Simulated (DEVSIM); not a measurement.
Structure: double heterostructure, Ge between p- and n-type Si, at 350 K.

```tsv
layer (left to right)	material	thickness (μm)	Nd (cm⁻³)	Na (cm⁻³)	τn (s)	τp (s)
1	Si	0.840	-	1.1e18	5.8e-7	5.8e-7
2	Ge	0.0290	2e14	-	5.8e-7	5.8e-7
3	Si	0.560	1.5e18	-	5.8e-7	5.8e-7
```

Left contact: ohmic. Right contact: ohmic. Voltage is applied to the left contact. Recombination: SRH at mid-gap, radiative. Mobility is constant in doping. Where it depends on doping, it is μmin + (μ − μmin)/(1 + (N/Nref)^α).

This is a model device: material constants are rounded textbook-type values typed into the input, and sizes, dopings and lifetimes were drawn at random. Values at 300 K; Nc and Nv go as T^1.5, mobilities as T to minus their exponent, the gap by Varshni's rule with the affinity fixed. The table also holds parameters that only a changed run uses.

```
parameter               Si        Ge
----------------  --------  --------
gap (eV)             1.124     0.664
affinity (eV)         4.05         4
permittivity          11.7        16
Nc (cm⁻³)          2.86e19   1.04e19
Nv (cm⁻³)           3.1e19      6e18
μn (cm²/Vs)           1417      3900
μp (cm²/Vs)            470      1900
μn,min                  52       150
μp,min                  45       100
Nref,n              9.7e16    2.6e17
Nref,p              2.2e17      4e17
αn                    0.68      0.56
αp                    0.72       0.6
T exponent of μn       2.3      1.66
T exponent of μp       2.2      2.33
B (cm³/s)          4.7e-15   6.4e-14
Cn (cm⁶/s)         2.8e-31     1e-31
Cp (cm⁶/s)         9.9e-32     1e-31
Varshni α (eV/K)  0.000473  0.000477
Varshni β (K)          636       235
```

Model (solved in DEVSIM): 1D drift-diffusion, Boltzmann statistics, complete ionisation; no tunnelling, impact ionisation, image-force lowering or self-heating. Band offsets follow the typed affinities; no thermionic-emission limit at abrupt steps, no polarisation charge.

Base results: potential step across the device at zero bias (V) 0.907; dark forward voltage at 1 A/cm² (V) 0.527; dark forward voltage at 100 A/cm² (V) 0.688.

Q: What follows from this one change: doping Na of layer 1 1.1e+18 → 1.1e+19 cm^-3?

A: potential step across the device at zero bias 0.907 → 0.977 V; dark forward voltage at 1 A/cm² 0.527 → 0.543 V; dark forward voltage at 100 A/cm² 0.688 → 0.713 V.

Q: What follows from this one change: temperature 350 → 300 K?

A: potential step across the device at zero bias 0.907 → 0.961 V; dark forward voltage at 1 A/cm² 0.527 → 0.597 V; dark forward voltage at 100 A/cm² 0.688 → 0.754 V.

Q: What follows from this one change: thickness of layer 2 0.029 → 0.01 μm?

A: potential step across the device at zero bias little changed (0.907 V); dark forward voltage at 1 A/cm² 0.527 → 0.546 V; dark forward voltage at 100 A/cm² 0.688 → 0.692 V.

Q: What follows from this one change: Auger recombination switched on?

A: potential step across the device at zero bias little changed (0.907 V); dark forward voltage at 1 A/cm² 0.527 → 0.517 V; dark forward voltage at 100 A/cm² 0.688 → 0.649 V.
